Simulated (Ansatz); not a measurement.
Consider the following.

End structure of a constructed model of the (110) surface of bcc Nb, a layer of Sc in place of the second plane (bottom of the slab: a bare face, its two planes held):

```xyz
6
Lattice="2.8673 0.0000 0.0000 -0.9558 2.7033 0.0000 0.0000 0.0000 28.0000" Properties=species:S:1:pos:R:3 pbc="T T T"
Nb     0.9558     1.3517     8.1111
Nb     0.0000     0.0000    10.4523
Nb     0.9558     1.3517    12.7989
Nb     0.0000     0.0000    15.1076
Sc     0.9558     1.3517    17.7230
Nb     0.0000     0.0000    20.1577
```

Set-up: 6 atoms, 11.8 Å thick at the start; mesh 14x14x1; 0.1 eV smearing; dipole correction on; 2 atoms held, the rest relaxed; start symmetry kept, larger cells not searched; no spin, no spin-orbit, no U. It is one candidate, not shown to be the stable structure of the face.

Problem. Give the work function of the top face at the level PBE (Ansatz, a first-principles code).

Solution. 4.70 eV
